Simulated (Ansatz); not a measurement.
We consider TaN (P-6m2, No. 187, 2 atoms in the cell; start COD 1538016; the formula has other measured phases), described by r²SCAN (Ansatz, a first-principles code, PAW).

Input file:

Ansatz 0.2 input:
```yaml
crystal:
  lattice:
    - [2.9166125046, 0.0, 0.0]
    - [-1.4583062523, 2.525860522, 0.0]
    - [0.0, 0.0, 2.8653565022]
  atoms:
    - { symbol: N, position: [0.0, 0.0, 0.0] }
    - { symbol: Ta, position: [0.3333333333, 0.6666666667, 0.5] }
basis:
  ecutwfc: 560
  ecutrho_ratio: 4
  xc_grid: 3
kpoints:
  mp_grid: { grid: [24, 24, 20] }
hamiltonian:
  xc: r2scan
  dispersion: none
  pseudopotentials: { azcp: { folder: ./paw }, kind: paw }
scf:
  occupations: { method: fermi_dirac, width: 0.05 }
output:
  forces: true
  stress: true
  eigenvalues: true
relax:
  f_tol: 0.004
  escape_saddle: false
  max_steps: 80
  cell: { stress_tol: 0.02, fix: [volume] }
```

Excerpt of the program's output:

```
Relaxation: its limit of steps is 80 (relax.max_steps)
Crystal: 2 atoms, lattice volume = 21.109 Å³
Basis set: ecut = 560 eV, 635 PW (Γ), exchange–correlation on 72×72×72 points (27 copies of the dense FFT grid, shifted against one another)
Bands: 13, of which v1, the nominal top of the filled ones, is band 9 counted from 1 (8 counted from 0)
Symmetry: 12 space group operations
Space group: P-6m2 (ITA 187), of the structure as read, at distance tolerance 2.8e-5 Å
k-points: 671 of 11520 (time reversal used)
Initial density: superposition of atomic densities (chi_scale 0.1, normalization cell, long waves kept (reshape's long-wave potential 0.00 eV rms))
Functional: x = r2scan, c = r2scan; τ floored in thin density (d = 2e-4 eV/Å³)
SCF iter   1: F=—  HF=-10332.321405 eV  |F-HF|=—  |Δ(HF+E_count)|=         —  Δρ=5.41e-2  dr2=3.72e-1  dr2_τ=1.58e-1
SCF iter   2: F=—  HF=-10332.580256 eV  |F-HF|=—  |Δ(HF+E_count)|=   2.59e-1  Δρ=3.50e-2  dr2=1.37e-1  dr2_τ=1.20e-2
  ...
SCF 1 converged in 8 iterations: F = -10332.657753 eV  dr2 = 5.69e-9
Crystal: 2 atoms, lattice volume = 21.109 Å³
Initial density: handed on by an earlier stage of this run
SCF 2 converged in 4 iterations: F = -10332.657589 eV  dr2 = 1.75e-7
Crystal: 2 atoms, lattice volume = 21.109 Å³
SCF 3 converged in 7 iterations: F = -10332.657796 eV  dr2 = 1.29e-12
Crystal: 2 atoms, lattice volume = 21.109 Å³
SCF iter   4: F=—  HF=-10332.657798 eV  |F-HF|=—  |Δ(HF+E_count)|=   4.58e-9  Δρ=6.92e-7  dr2=1.97e-11  dr2_τ=5.33e-11
SCF iter   5: F=-10332.657798 eV  HF=-10332.657798 eV  |F-HF|=3.64e-12  |Δ(HF+E_count)|=  4.27e-10  Δρ=1.23e-7  dr2=1.05e-12  dr2_τ=1.09e-12
SCF 4 converged in 5 iterations: F = -10332.657798 eV  dr2 = 1.05e-12
SCF converged after 5 iterations
Free energy (F): -10332.657798 eV
Internal energy: -10332.657341 eV  (E = F + TS)
E sigma→0 (E₀):  -10332.657569 eV
Fermi energy:    20.560096 eV
--- Forces (eV/Å), atoms counted from 1 ---
  atom   1  N      0.00000000    -0.00000000     0.00000000
  atom   2  Ta    -0.00000000    -0.00000000     0.00000000
--- Stress (GPa, compression-positive) ---
        7.572498       0.000000       0.000000
       -0.000000       7.572498       0.000000
        0.000000       0.000000       7.572436
  P = ⅓ Tr σ = 7.5725 GPa (75.725 kbar)
```

The cell is one volume of an energy–volume scan, off the minimum.

The PAW data were made under PBE.

Note: the relaxation could not lower the start's symmetry, so the cell can be a saddle point above a distorted one.
